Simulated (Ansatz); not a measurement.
```xyz
4
Lattice="3.2320 0.0000 0.0000 1.6160 2.7990 0.0000 0.0000 0.0000 5.1467" Properties=species:S:1:pos:R:3 pbc="T T T"
Ga     3.2320     1.8660     0.0142
Ga     1.6160     0.9330     2.5876
N      3.2320     1.8660     3.2035
N      1.6160     0.9330     0.6301
```

No spin polarisation.

All numbers come from r2SCAN/PAW in Ansatz (an electronic-structure program), scalar-relativistic without spin-orbit coupling, earlier PAW set. Γ-centred 12×12×7 mesh, Fermi–Dirac width 0.05 eV.

### Question
Predict the valence-band top at Γ (three highest levels, from the VBM).

### Answer
0.00, -0.09, -0.09 eV.

### Question
What pressure (mean of the normal stresses, compression positive) does the calculation give?

### Answer
-4.32 GPa.

### Question
What is the computed band gap?

### Answer
2.17 eV.

### Question
What space group does the calculation give?

### Answer
P6_3mc (No. 186).

The cells carry an imposed strain or load. No phonon test of stability was made. The cell was made from GaN in the wurtzite structure (space group P6_3mc, No. 186) by this change: biaxial strain +1.53 %, plane normal [001], relaxed out of plane.
